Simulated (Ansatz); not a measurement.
An Ansatz (an electronic-structure program) run: CuAu with a change (pressure 2.1 GPa); PBE, PAW, 420 eV (Ansatz; no SOC).

Input:

Ansatz 0.2 input:
```yaml
crystal:
  lattice:
    - [2.8752678771, 0, 0]
    - [0, 2.8752678771, 0]
    - [0, 0, 3.6077320448]
  atoms:
    - { symbol: Cu, position: [0, 0, 0] }
    - { symbol: Au, position: [0.5, 0.5, 0.5] }
basis: { ecutwfc: 420, ecutrho_ratio: 4, xc_grid: 2, fft_grid_basis: typed }
kpoints: { mp_grid: { grid: [16, 16, 13] } }
hamiltonian:
  xc: pbe
  dispersion: none
  pseudopotentials: { kind: paw }
scf: { occupations: { method: fermi_dirac, width: 0.05 } }
relax: { f_tol: 0.01, max_steps: 60, cell: { stress_tol: 0.02, p_target: 2.1 } }
output: { forces: true, stress: true }
checkpoint: { write: state.ck, write_every: 1000 }
```

Output (explanatory and most iteration lines left out):

```
Relaxation: its limit of steps is 60 (relax.max_steps)
Pseudopotential: Cu, paw, valence charge 19
Pseudopotential: Au, paw, valence charge 19
Crystal: 2 atoms, lattice volume = 29.826 Å³
Basis set: ecut = 420 eV, 577 PW (Γ), exchange–correlation on 40×40×50 points (8 copies of the dense FFT grid, shifted against one another)
Bands: 23, of which v1, the nominal top of the filled ones, is band 19 counted from 1 (18 counted from 0)
Symmetry: 16 space group operations
Space group: P4/mmm (ITA 123), of the structure as read, at distance tolerance 3.1e-5 Å
k-points: 315 of 3328
Functional: x = pbe(κ = 0.804, μ = 0.2195149727645171), c = pbe(β = 0.06672455060314922)
SCF iter   1: F=—  HF=-19774.608210 eV  |F-HF|=—  |Δ(HF+E_count)|=         —  Δρ=2.33e-3  dr2=1.51e-3  ethr=1.77e-3  ⟨swp⟩=5.7  Hψ=28008  notcnv=0
SCF iter   2: F=—  HF=-19774.608658 eV  |F-HF|=—  |Δ(HF+E_count)|=   4.48e-4  Δρ=9.93e-4  dr2=3.36e-4  ethr=3.98e-6  ⟨swp⟩=2.0  Hψ=14099  notcnv=0
SCF 1 converged in 6 iterations: F = -19774.608670 eV  dr2 = 9.79e-8
relax step   1: F+E_penalty+E_count = -19774.60867010 eV  Δ(F+E_penalty+E_count) = +0.000e0 eV  max|allowed force component| = 4.194e-28 eV/Å  Δτ_max = 0.0000 Å  P = +0.901 GPa  Ω = 29.826 Å³  (6 SCF iters, dr2 threshold 1.00e-7 eV, accepted)
[... steps on the carried basis left out ...]
relax step   6: F+E_penalty+E_count = -19774.60641503 eV  Δ(F+E_penalty+E_count) = +1.303e-4 eV  max|allowed force component| = 1.262e-29 eV/Å  Δτ_max = 0.0000 Å  P = +2.106 GPa  Ω = 29.584 Å³  stress off target by 7.65e-3 GPa  SCF on the basis re-selected at this cell (its energy is not comparable with the rows above)  (6 SCF iters)
SCF converged after 6 iterations
Free energy (F): -19774.606415 eV
Internal energy: -19774.601828 eV  (E = F + TS)
E sigma→0 (E₀):  -19774.604121 eV
Entropy (-TS):   -0.004587 eV (-2.294 meV/atom)
Fermi energy:    18.593522 eV
--- Forces (eV/Å), atoms counted from 1 ---
  atom   1  Cu     0.00000000     0.00000000     0.00000000
  atom   2  Au     0.00000000    -0.00000000     0.00000000
--- Stress (GPa, compression-positive) ---
        2.105589      -0.000000      -0.000000
       -0.000000       2.105589      -0.000000
       -0.000000      -0.000000       2.107649
  P = ⅓ Tr σ = 2.1063 GPa (21.063 kbar)
--- Relaxed structure (5 steps of the walk, 5 accepted, 1 SCFs on fresh bases) ---
  cell:  # Å, volume = 29.5840 Å³
    - [2.869850103336756, -8.928088833174829e-34, 5.356907792634592e-34]
    - [-7.142471066539864e-34, 2.869850103336756, 1.807937988717903e-33]
    - [1.1202589967896861e-33, 2.2685036997274492e-33, 3.592021035100688]
  atoms:
    - { symbol: Cu, position: [6.7048039269751265e-34, 1.0466035398205074e-36, -6.516528036036293e-39] }
    - { symbol: Au, position: [0.49999999999999994, 0.49999999999999994, 0.49999999999999994] }
```

Load acts through the strain it causes; cell and atoms are relaxed under it. Whether these cells are dynamically stable was not tested. All final runs are without spin polarisation. The cell was made from CuAu (space group P4/mmm, No. 123) by this change: pressure 2.1 GPa.
